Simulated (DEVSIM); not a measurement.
Device: abrupt InP p-n junction, at 250 K.

Layer 1 from the left is InP, thickness (μm) 3.90, Na (cm⁻³) 6.1e16, τn (s) 3.1e-10, τp (s) 3.1e-10. Layer 2 from the left is InP, thickness (μm) 62.0, Nd (cm⁻³) 4.1e15, τn (s) 3.1e-10, τp (s) 3.1e-10.

Left contact: ohmic. Right contact: ohmic. Voltage is applied to the left contact. Recombination: SRH at mid-gap, radiative, Auger. Mobility is constant in doping.

The device is made up for the run: typed textbook-type constants, with dimensions and the other settings drawn at random. Values at 300 K; Nc and Nv go as T^1.5, mobilities as T to minus their exponent, the gap by Varshni's rule with the affinity fixed.

InP: gap (eV) 1.344, affinity (eV) 4.38, permittivity 12.5, Nc (cm⁻³) 5.7e17, Nv (cm⁻³) 1.1e19, μn (cm²/Vs) 5200, μp (cm²/Vs) 170, T exponent of μn 2, T exponent of μp 2, B (cm³/s) 1.2e-10, Cn (cm⁶/s) 9e-31, Cp (cm⁶/s) 9e-31, Varshni α (eV/K) 0.000363, Varshni β (K) 162.

Task: Estimate by hand the built-in potential, the peak field at zero bias, the capacitance at -0.6 V, and compare with a numerical solution.

Result: 
- Built-in potential: ni = √(Nc Nv) exp(−Eg/2kT) = 37600 cm⁻³ with Eg = 1.360 eV; Vbi = kT/q ln(Na Nd/ni²) = 1.153 V; numerical 1.153 V.
- Peak field at zero bias: depletion approximation: W = √(2εVbi/(qN)) = 0.644 μm with N = 3.84e15 cm⁻³; field = 2Vbi/W = 35800 V/cm; numerical 35200 V/cm (estimate above by 1.7 %).
- Capacitance at -0.6 V: C = √(qεN / 2(Vbi + |V|)) = 13.9 nF/cm²; numerical 14.1 nF/cm² (estimate below by 1.2 %).

Simulated with DEVSIM: 1D drift-diffusion, Boltzmann statistics, complete ionisation; no tunnelling, impact ionisation, image-force lowering or self-heating.
